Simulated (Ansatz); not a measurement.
**H interstitial started on O in rock-salt MgO**

These are PBE, PAW (plane waves to 420 eV; Ansatz, a first-principles code) values and carry that method's errors. Cell: 64 sites, 2×2×2; final energies on a 2×2×2 shifted mesh. Site at the start: bound to O, open side. Charged cells carry a point-charge image correction with potential alignment at far atoms. Dielectric constants: PBE linear response of the host. Host gap at this level: 4.46 eV. Finite-size and sampling errors can reach tenths of an eV here. Levels are measured in PBE's own, too narrow, gap. Spin–orbit coupling is left out. Each state is the lowest found from its start.

Formation energies E_f are given with the Fermi level at the valence-band maximum. Chemical conditions: Mg-rich (Δμ(H) = -0.27 eV, bounded by MgH2 (P4_2/mnm); only phases computed here count, gases as isolated molecules at 0 K); O-rich (Δμ(H) = -1.25 eV, bounded by H2O molecule; only phases computed here count, gases as isolated molecules at 0 K). Reference phases: H: H2 molecule in a box.

The name describes the start; the neighbours show where the added atom ended.

```tsv
charge	moment (μB)	point group	largest move off a lattice site (Å)	neighbours of the added atom at the end (Å)	image correction with alignment (eV)	E_f, Mg-rich (eV)	E_f, O-rich (eV)
+1	not spin-polarised	C3v	0.20	O 0.98, Mg 1.96, Mg 1.96, Mg 1.96, O 2.22, O 2.22, O 2.22	0.25	-0.10	0.88
0	1.0	Td	0.12	Mg 1.89, Mg 1.89, Mg 1.89, Mg 1.89, O 1.95, O 1.96, O 1.96, O 1.96 (the shell may go on)	0.00	4.04	5.02
−1	not spin-polarised	Td	0.27	Mg 1.79, Mg 1.79, Mg 1.79, Mg 1.79	0.16	7.04	8.02
```

Point groups are those of the whole cell at tolerances of 0.03 and 0.1 Å ("near" where only the looser one holds); none is given for unsettled states.

No other site or start that was run ended lower by more than 0.1 eV.

Transition levels above the valence-band maximum: ε(+1/0) = 4.13 eV; ε(0/−1) = 3.01 eV. On the lower envelope of the bound states, inside the gap: (+1/−1) at 3.57 eV; the others aren't thermodynamic.
